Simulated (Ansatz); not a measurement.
The reference is LiF in the zinc blende structure (space group F-43m, No. 216; a = 4.3642 Å; a hypothetical phase, not in the database extracts checked). Axes: x, y, z lie along the cube axes.

(Cell as relaxed with PBE.)

Levels (all Ansatz, a first-principles code, PAW): PBE (420 eV, no spin-orbit coupling); r2SCAN (500 eV, scalar-relativistic without spin-orbit coupling).

Each level relaxes its own structure.

| base | PBE | r2SCAN |
|---|---|---|
| volume per atom | 10.39 Å³ | 9.87 Å³ |
| lattice parameter a | 4.364 Å | 4.290 Å |
| band gap | 7.65 eV | 8.66 eV |

One thing is altered: uniaxial strain ε_yy = +0.62 %, all other strain components held at zero, atoms relaxed at fixed cell.

```csv
quantity,PBE,r2SCAN
"stress (xx, yy, zz, yz, xz, xy; compression positive)","(-0.28, -0.40, -0.28, 0.00, 0.00, 0.00) GPa","(-0.32, -0.44, -0.32, 0.00, 0.00, 0.00) GPa"
band gap,7.61 eV,8.62 eV
electron mass,0.82 mₑ (at Γ),0.82 mₑ (at Γ)
shift of the gap caused by the change,-0.04 eV,-0.04 eV
"valence-band top at Γ (three highest levels, from the VBM)","0.00, 0.00, -0.01 eV","0.00, 0.00, -0.01 eV"
```

PBE's band gap lies 1.01 eV below r2SCAN's; the two agree on the electron mass, shift of the gap caused by the change and valence-band top at Γ. Neither level is exact; r2SCAN is the comparison here, not a measurement.

Effective masses come from finite differences of ±0.01 Å⁻¹. Whether these cells are dynamically stable was not tested.
